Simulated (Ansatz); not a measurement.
What pressure 10 GPa does to SiSe2

The reference is SiSe$_{2}$ (space group Ibam, No. 72; a = 6.301 Å, b = 9.302 Å, c = 5.856 Å; made of chains).

One thing is altered: a hydrostatic pressure of 10 GPa.

Computed with Ansatz (a quantum-chemistry and plane-wave program) PBEsol, no spin-orbit coupling. k-mesh 8×8×8 (Γ-centred); smearing 0.05 eV (Fermi–Dirac).

| quantity | base | changed | shift |
|---|---|---|---|
| volume per atom | 28.60 Å³ | 20.20 Å³ | -8.40 Å³ |
| density | 3.60 g/cm³ | 5.10 g/cm³ | +1.50 g/cm³ |
| shortest interatomic distance | 2.289 Å | 2.261 Å | -0.028 Å |
| enthalpy H = E + PV relative to the base's energy | – | +1.42 eV/atom | – |
| band gap | 1.65 eV | 0.58 eV | -1.07 eV |
| gap character | indirect, F₀ → X | indirect, Γ → X | – |
| smallest direct gap | 1.71 eV | 1.12 eV | -0.59 eV |
| width of the top valence band | 0.77 eV | 1.28 eV | +0.51 eV |
| electron mass | 0.63 mₑ along a, 0.44 mₑ along b, 1.3 mₑ along c (at X) | 0.37 mₑ along a, 0.28 mₑ along b, 0.33 mₑ along c (at X) | – |
| valence-band top at Γ (three highest levels, from the VBM) | – | 0.00, -0.32, -1.19 eV | – |

Final structure:

```
CELL_PARAMETERS angstrom
     -2.74627     3.95386     2.79019
      2.74627    -3.95386     2.79019
      2.74627     3.95386    -2.79019
ATOMIC_POSITIONS crystal
  Se 0.85886 0.74781 0.60667
  Se 0.35886 0.75219 0.11105
  Se 0.64114 0.24781 0.88895
  Se 0.14114 0.25219 0.39333
  Si 0.75000 0.75000 0.00000
  Si 0.25000 0.25000 0.00000
```

Load acts through the strain it causes; cell and atoms are relaxed under it. Effective masses come from finite differences of ±0.01 Å⁻¹. Whether these cells are dynamically stable was not tested. Competing high-pressure phases were not computed. No dispersion term is included in the PBEsol runs.
